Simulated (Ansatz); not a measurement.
Si (P6₃/mmc, No. 194, 4 atoms in the cell; start mp-165; another form than the element's usual one) was calculated with r²SCAN (Ansatz, a first-principles code, PAW).

Numerical settings: plane-wave cutoff 560 eV, 12×12×6 k mesh (along the axes of the cell as run), Fermi–Dirac smearing 0.01 eV, scalar-relativistic PAW data made under PBE.

Cell (relaxed with PBEsol):

```yaml
crystal:
  lattice:
    - [3.82469, 0.00000, 0.00000]
    - [-1.91235, 3.31228, 0.00000]
    - [0.00000, 0.00000, 6.32397]
  atoms:
    - { symbol: Si, position: [0.33333, 0.66667, 0.06300] }
    - { symbol: Si, position: [0.66667, 0.33333, 0.93700] }
    - { symbol: Si, position: [0.66667, 0.33333, 0.56300] }
    - { symbol: Si, position: [0.33333, 0.66667, 0.43700] }
```

### Question
Give the computed band gap and smallest direct gap on the k points sampled.

### Answer

- band gap: 0.59 eV (indirect)
- smallest direct gap on the k points sampled: 1.37 eV

Note: cell and atoms aren't relaxed at this level (pressure 0.6 GPa).

Computed values are for the static lattice.

Computing time: very roughly 9 core-seconds.

A start named mp-… is a Materials Project structure, which need not be a measured phase.
